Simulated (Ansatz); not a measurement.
System: Zr (within 0.1 Å of P6/mmm, No. 191, 6 atoms in the cell; start mp-1077723; another form than the element's usual one). Method: LDA (plane waves, PAW; Ansatz, an electronic-structure program).

Run with plane-wave cutoff 520 eV, 14×14×14 k mesh, Fermi–Dirac smearing 0.05 eV, scalar-relativistic PAW data made under PBE.

Cell (relaxed at this level):

```cif
data_Zr6
_chemical_formula_sum 'Zr6'
_space_group_name_H-M_alt 'P 1'
_space_group_IT_number 1
_cell_length_a 5.80818
_cell_length_b 5.80818
_cell_length_c 5.80818
_cell_angle_alpha 129.844
_cell_angle_beta 85.557
_cell_angle_gamma 115.898
loop_
_space_group_symop_operation_xyz
  'x, y, z'
loop_
_atom_site_label
_atom_site_type_symbol
_atom_site_fract_x
_atom_site_fract_y
_atom_site_fract_z
_atom_site_occupancy
Zr1 Zr 0.25000 0.25000 0.00000 1
Zr2 Zr 0.75000 0.75000 0.00000 1
Zr3 Zr 0.33335 0.99995 0.33330 1
Zr4 Zr 0.66665 0.00005 0.66670 1
Zr5 Zr 0.16665 0.49995 0.66660 1
Zr6 Zr 0.83335 0.50005 0.33340 1
```

Task: Give the computed bulk modulus.

Result: 
- bulk modulus = 108 GPa

The run finds no gap.

Note: the bulk modulus is −V dP/dV from two relaxed cells at ±2 % in volume.

Computed values are for the static lattice.

A start named mp-… is a Materials Project structure, which need not be a measured phase.
